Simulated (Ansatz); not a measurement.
# A computed series for hypothetical CsCl type SiGe: response to strain

Consider SiGe in the CsCl type structure (space group Pm-3m, No. 221; a hypothetical phase, not in the database extracts checked; relaxed with 0.1 eV smearing).

```xyz
2
Lattice="3.2448 0.0000 0.0000 0.0000 3.2448 0.0000 0.0000 0.0000 3.2448" Properties=species:S:1:pos:R:3 pbc="T T T"
Ge     0.0000     0.0000     0.0000
Si     1.6224     1.6224     1.6224
```

Cartesian axes are those of the cell as printed.

Strains are applied to the cell and any free atomic positions relax; under biaxial strain the out-of-plane vector relaxes too.

Method: Ansatz (a first-principles code), PBE, PAW, cutoff 420 eV, spin-orbit coupling left out.

Candidates:
(a) isotropic strain +5.61 %
(b) biaxial strain +1.20 %, plane normal [110], relaxed out of plane
(c) uniaxial strain ε_xx = +2.97 %
(d) isotropic strain −0.94 %
(e) biaxial strain +1.31 %, plane normal [111], relaxed out of plane

Notes on the quantities. energy relative to the base: free energy F.

**Question.** Order them by energy relative to the base, lowest first.

**Answer.** (b) biaxial strain +1.20 %, plane normal [110], relaxed out of plane (+0.4 meV/atom), (e) biaxial strain +1.31 %, plane normal [111], relaxed out of plane (+1.1 meV/atom), (c) uniaxial strain ε_xx = +2.97 % (+2.1 meV/atom), (d) isotropic strain −0.94 % (+3.2 meV/atom), (a) isotropic strain +5.61 % (+91 meV/atom)

No phonon test of stability was made. All final runs are without spin polarisation.
